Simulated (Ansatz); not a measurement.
A self-consistent single point of the (110) slab of TiAl (cut from a parent of space group no. 221; 10 atoms in the cell) with Ansatz (a first-principles code).

Method: PBEsol, default PAW files made with PBE (plane waves; Ansatz).

The change in words: vacuum of 3 angstrom (first run: 14 Å). Reference geometry:
```xyz
10
Lattice="3.1632 0.0000 0.0000 0.0000 4.4734 0.0000 0.0000 0.0000 22.9468" Properties=species:S:1:pos:R:3 pbc="T T T"
Ti     0.0000     0.0000     7.0000
Al     1.5816     2.2367     7.0000
Ti     0.0000     2.2367     9.2367
Al     1.5816     0.0000     9.2367
Ti     0.0000     0.0000    11.4734
Al     1.5816     2.2367    11.4734
Ti     0.0000     2.2367    13.7101
Al     1.5816     0.0000    13.7101
Ti     0.0000     0.0000    15.9468
Al     1.5816     2.2367    15.9468
```

Reference input (self-consistent single point, DFT, PBEsol, plane waves, default PAW files made with PBE): basis.ecutwfc = 420 eV; kpoints.mp_grid.grid = 7 5 1; hamiltonian.xc = pbesol; hamiltonian.pseudopotentials = {kind: paw} (the program's default PAW files); scf.occupations.method = gaussian; scf.occupations.width = 0.1 eV. This run's input differs from it in these lines:

Ansatz 0.2 input:
```diff
@@ -5,14 +5,14 @@
     - [0.000000, 4.473391, 0.000000]
-    - [0.000000, 0.000000, 22.946820]
+    - [0.000000, 0.000000, 11.946827]
   atoms:
-    - { symbol: Ti, position: [0.000000, 0.000000, 0.305053] }
-    - { symbol: Al, position: [0.500000, 0.500000, 0.305053] }
-    - { symbol: Ti, position: [0.000000, 0.500000, 0.402527] }
-    - { symbol: Al, position: [0.500000, 0.000000, 0.402527] }
+    - { symbol: Ti, position: [0.000000, 0.000000, 0.125556] }
+    - { symbol: Al, position: [0.500000, 0.500000, 0.125556] }
+    - { symbol: Ti, position: [0.000000, 0.500000, 0.312779] }
+    - { symbol: Al, position: [0.500000, 0.000000, 0.312779] }
     - { symbol: Ti, position: [0.000000, 0.000000, 0.500000] }
     - { symbol: Al, position: [0.500000, 0.500000, 0.500000] }
-    - { symbol: Ti, position: [0.000000, 0.500000, 0.597473] }
-    - { symbol: Al, position: [0.500000, 0.000000, 0.597473] }
-    - { symbol: Ti, position: [0.000000, 0.000000, 0.694947] }
-    - { symbol: Al, position: [0.500000, 0.500000, 0.694947] }
+    - { symbol: Ti, position: [0.000000, 0.500000, 0.687221] }
+    - { symbol: Al, position: [0.500000, 0.000000, 0.687221] }
+    - { symbol: Ti, position: [0.000000, 0.000000, 0.874444] }
+    - { symbol: Al, position: [0.500000, 0.500000, 0.874444] }
 basis:
```

Log, with long lists cut:

```
SCF iter   1: F=—  HF=-14993.323842 eV  |F-HF|=—  |Δ(HF+E_count)|=         —  Δρ=9.52e-3  dr2=5.95e-1  ethr=1.77e-3  ⟨swp⟩=5.7  Hψ=2294  notcnv=0
all-band conjugate gradients solve this SCF's bands
preconditioner: auto → Kerker (q_TF=auto, 2.383 Å⁻¹)
SCF iter   2: F=—  HF=-14993.295152 eV  |F-HF|=—  |Δ(HF+E_count)|=   2.87e-2  Δρ=3.91e-3  dr2=1.07e-1  ethr=7.94e-4  ⟨swp⟩=1.0  Hψ=672  notcnv=0
   [... lines left out ...]
SCF iter   5: F=—  HF=-14993.286498 eV  |F-HF|=—  |Δ(HF+E_count)|=   8.13e-5  Δρ=1.34e-4  dr2=3.90e-5  ethr=5.62e-7  ⟨swp⟩=2.6  Hψ=909  notcnv=0
SCF iter   6: F=—  HF=-14993.286402 eV  |F-HF|=—  |Δ(HF+E_count)|=   9.54e-5  Δρ=3.74e-5  dr2=7.79e-6  ethr=5.20e-8  ⟨swp⟩=2.2  Hψ=808  notcnv=0
SCF iter   7: F=—  HF=-14993.286401 eV  |F-HF|=—  |Δ(HF+E_count)|=   7.65e-7  Δρ=1.00e-5  dr2=2.50e-7  ethr=1.04e-8  ⟨swp⟩=2.1  Hψ=699  notcnv=0
SCF iter   8: F=-14993.286401 eV  HF=-14993.286401 eV  |F-HF|=2.17e-8  |Δ(HF+E_count)|=   2.81e-8  Δρ=3.49e-6  dr2=3.24e-8  ethr=1.33e-10  ⟨swp⟩=9.4  Hψ=2130  notcnv=0
SCF 1 converged in 8 iterations: F = -14993.286401 eV  dr2 = 3.24e-8
Free energy (F): -14993.286401 eV
Internal energy: -14993.231885 eV  (E = F + TS)
E sigma→0 (E₀):  -14993.259143 eV
Entropy (-TS):   -0.054516 eV (-5.452 meV/atom)
Fermi energy:    10.583544 eV
--- Forces (eV/Å), atoms counted from 1 ---
  atom   1  Ti     0.00000000    -0.00000000    -0.83136099
  atom   2  Al     0.00000000    -0.00000000    -0.68689632
  atom   3  Ti     0.00000000    -0.00000000    -0.18843318
  atom   4  Al     0.00000000    -0.00000000    -0.00968441
  atom   5  Ti     0.00000000     0.00000000     0.00000000
  atom   6  Al     0.00000000     0.00000000     0.00000000
  atom   7  Ti     0.00000000     0.00000000     0.18843318
  atom   8  Al     0.00000000     0.00000000     0.00968441
  atom   9  Ti     0.00000000     0.00000000     0.83136099
  atom  10  Al     0.00000000     0.00000000     0.68689632
--- Stress (GPa, compression-positive) ---
       -5.537841       0.000000      -0.000000
        0.000000      -0.400561      -0.000000
       -0.000000      -0.000000      -3.304095
  P = ⅓ Tr σ = -3.0808 GPa (-30.808 kbar)
  The stress holds the Pulay correction. Without it, at fixed plane waves, as pw.x and ABINIT print it: P = -3.1097 GPa
```

The run converged in 8 iterations. Against the reference run the free energy falls by 150 meV/atom and the largest force goes from 0.449 to 0.831 eV/Å.

The starting cell comes from a database of computed structures (which also holds hypothetical and non-ambient phases and stackings), without a prior relaxation at this level. The slab is cut from that crystal, and its faces are unrelaxed. Its lattice was rescaled by up to half a per cent. Spin polarisation is off.
